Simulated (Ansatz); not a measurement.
## A computed series for BeS: response to strain

Base system: BeS in the zinc blende structure (space group F-43m, No. 216; a = 4.838 Å). Axes: x, y, z lie along the cube axes.

Strains are applied to the cell and any free atomic positions relax; under biaxial strain the out-of-plane vector relaxes too; under stress the whole cell relaxes.

Method: plane-wave PAW DFT at the PBEsol level (Ansatz, a quantum-chemistry and plane-wave program, 420 eV), no spin-orbit coupling.

Notes on the quantities. energy relative to the base: free energy F.

```json
[
 {"change": "base", "space group": "F-43m (No. 216)", "volume per atom": "14.15 Å³", "energy relative to the base": "0 meV/atom"},
 {"change": "biaxial strain +0.76 %, plane normal [001], relaxed out of plane", "space group": "I-4m2 (No. 119)", "volume per atom": "14.28 Å³", "energy relative to the base": "?"},
 {"change": "biaxial strain +1.85 %, plane normal [001], relaxed out of plane", "space group": "I-4m2 (No. 119)", "volume per atom": "14.46 Å³", "energy relative to the base": "+5.0 meV/atom"},
 {"change": "biaxial strain +0.90 %, plane normal [111], relaxed out of plane", "space group": "R3m (No. 160)", "volume per atom": "14.36 Å³", "energy relative to the base": "+1.6 meV/atom"},
 {"change": "isotropic strain +0.73 %", "space group": "F-43m (No. 216)", "volume per atom": "14.47 Å³", "energy relative to the base": "?"},
 {"change": "uniaxial strain ε_xx = −3.81 %", "space group": "I-4m2 (No. 119)", "volume per atom": "13.61 Å³", "energy relative to the base": "+11 meV/atom"},
 {"change": "uniaxial stress, 0.5 GPa tension along x", "space group": "I-4m2 (No. 119)", "volume per atom": "14.18 Å³", "energy relative to the base": "+0.1 meV/atom"},
 {"change": "tensor shear ε_xy = −0.92 %", "space group": "Imm2 (No. 44)", "volume per atom": "14.15 Å³", "energy relative to the base": "+1.2 meV/atom"},
 {"change": "uniaxial stress, 5 GPa tension along x", "space group": "I-4m2 (No. 119)", "volume per atom": "?", "energy relative to the base": "+8.4 meV/atom"},
 {"change": "tensor shear ε_xy = −3.20 %", "space group": "Imm2 (No. 44)", "volume per atom": "14.14 Å³", "energy relative to the base": "+15 meV/atom"}
]
```

Q: Complete the table.

A: 
- biaxial strain +0.76 %, plane normal [001], relaxed out of plane, energy relative to the base: +0.9 meV/atom
- isotropic strain +0.73 %, energy relative to the base: +2.0 meV/atom
- uniaxial stress, 5 GPa tension along x, volume per atom: 14.40 Å³

Beyond what the load breaks, stability against distortions was not tested.
